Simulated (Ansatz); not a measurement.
Consider TiO₂ in the anatase structure (space group I4_1/amd, No. 141; a = 3.770 Å, c = 9.552 Å). Axes: x, y, z lie along a, b, c of the conventional cell.

It is then changed as follows: uniaxial strain ε_yy = −0.15 %, all other strain components held at zero; the atoms relax in the strained cell.

Levels (all Ansatz, a program for electronic structure, PAW): PBEsol (420 eV, spin-orbit coupling left out); r2SCAN (500 eV, no spin-orbit coupling); HSE06 (420 eV, no spin-orbit coupling).

At the geometry relaxed with PBEsol, these levels gave the following band gaps, in shuffled order: (a) 2.11 eV, (b) 2.54 eV, (c) 3.66 eV.

**Question.** Match each gap to its level.

**Answer.** (a) PBEsol; (b) r2SCAN; (c) HSE06.

Single points use the geometry relaxed with PBEsol. HSE06 was sampled on its mesh, a few special points and the semilocal edge points, so its gap is an upper bound. Whether these cells are dynamically stable was not tested. The base started in C2/c and relaxed to I4_1/amd at this level. The final runs are not spin-polarised.
